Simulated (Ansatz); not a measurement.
InSe (C2/m, No. 12, 4 atoms in the cell; start mp-21405; a measured phase of this formula has another space group), treated with r²SCAN in Ansatz (PAW).

Numerical settings: plane-wave cutoff 500 eV, 10×10×8 k mesh (along the axes of the cell as run), Fermi–Dirac smearing 0.05 eV, scalar-relativistic PAW data made under PBE.

Cell (relaxed at this level):

```xyz
4
Lattice="5.8177 -2.0515 0.0075 5.8177 2.0515 0.0075 -1.7145 0.0000 4.7698" Properties=species:S:1:pos:R:3 pbc="T T T"
In    -0.3313     0.0000     4.5461
In    10.2523     0.0000     0.2388
Se     3.3687     0.0000     1.5876
Se     6.5522     0.0000     3.1973
```

**Question.** Estimate the band gap that the calculation returns.

**Answer.** 
* **band gap**: 1.48 eV (on the SCF k mesh)

Note: the relaxation could not lower the start's symmetry, so the cell can be a saddle point above a distorted one.

Spin–orbit coupling is not included.

The computed numbers hold no vibrational or temperature effects.

It cost roughly 5 core-minutes of CPU time.

A start named mp-… is a Materials Project structure, which need not be a measured phase.

Ansatz is an electronic-structure program.
